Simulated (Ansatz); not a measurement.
An ideal cubic perovskite cell is held by its symmetry; such compounds can tilt or shift off centre at room temperature.

 Where the default PAW files enter, the runs use the earlier of Ansatz's two default sets.

Evanescent states of CsSnI$_{3}$ (Pm-3m, cubic perovskite, 5 atoms a cell, 49.7 Å³ an atom) along the normal of (110)

All values below come from r2SCAN (plane waves, PAW; Ansatz, a program for electronic structure).

The gap is the functional's own, uncorrected, and κ follows it; spin-orbit coupling is left out. Mid-gap values are interpolated between the computed energies.

Energies count from the valence-band top; κ is the least over a 6×4 mesh across the current.

```tsv
E (eV)	κ (1/Å)	where
0.03	0.019	off Γ
0.07	0.030	off Γ
0.12	0.037	off Γ
0.17	0.041	off Γ
0.23	0.044	off Γ
0.28	0.045	off Γ
0.33	0.045	off Γ
0.38	0.043	off Γ
0.42	0.041	off Γ
0.47	0.036	off Γ
0.53	0.029	off Γ
0.57	0.017	off Γ
```

**Question.** How thick must the barrier be to attenuate the transmission by 10^4 when the electrodes' Fermi level lies at 0.53 eV, and what attenuation does that film give at 0.12 eV?

**Answer.** d = 4 ln 10 / (2 × 0.029) = 158.8 Å. At 0.12 eV it gives 4 × 0.037/0.029 = 5.1 decades.
